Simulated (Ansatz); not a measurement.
Consider GaN in the zinc blende structure (space group F-43m, No. 216; a = 4.498 Å). Axes: x, y, z lie along the cube axes.

Level of theory: r2SCAN in Ansatz (plane waves to 500 eV, PAW, no spin-orbit coupling).

Strains are applied to the cell and any free atomic positions relax.

One change was made to it. Results:

The pressure (mean of the normal stresses, compression positive) goes from zero to -0.97 GPa; the valence-band top at Γ (three highest levels, from the VBM) becomes 0.00, 0.00, -0.02 eV (base: 0.00, 0.00, 0.00 eV); the band gap falls by 0.04 eV (2.17 eV → 2.13 eV).

Name the change that was made.
A. uniaxial strain ε_zz = +2.50 %
B. uniaxial strain ε_zz = +0.50 %
C. uniaxial strain ε_zz = +1.00 %

B, uniaxial strain ε_zz = +0.50 %. For comparison, the band gap in the other runs: uniaxial strain ε_zz = +2.50 % gives 1.96 eV; uniaxial strain ε_zz = +1.00 % gives 2.09 eV.

No phonon test of stability was made. This is not the structure that GaN has at room temperature and ambient pressure.

Ansatz is an electronic-structure program.
